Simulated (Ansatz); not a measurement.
Functionals compared on the (321) surface of tetragonal indium in its 1x1 cell, outermost plane spacing 0.91 Å in the ideal cut, in Ansatz (plane waves, PAW). The structure was relaxed with PBE; the other rows are single points on it. Cutoff 420 eV (500 eV for r2SCAN).

Slab: 12 atoms, 10.0 Å thick at the start (thin: gaps and levels are the slab's own); k 11x5x1, smearing 0.1 eV, dipole-corrected; all atoms relaxed; held to the start's symmetry, so lower structures may exist; no spin, no spin-orbit, no U. These notes are the PBE run's.

```tsv
functional	work function of the top face (eV)	rough cost of the single point
PBE	3.91	–
LDA	4.18	roughly 2.3 core-minutes
PBEsol	(withheld)	around 2.4 core-minutes (rough)
RPBE	3.78	around 2.5 core-minutes (rough)
r2SCAN	4.03	about 5 core-minutes (a rough figure)
```

Question: Some entries are withheld; supply them.

Answer: 
- PBEsol, work function of the top face (eV): 3.99

Ansatz is an electronic-structure program.
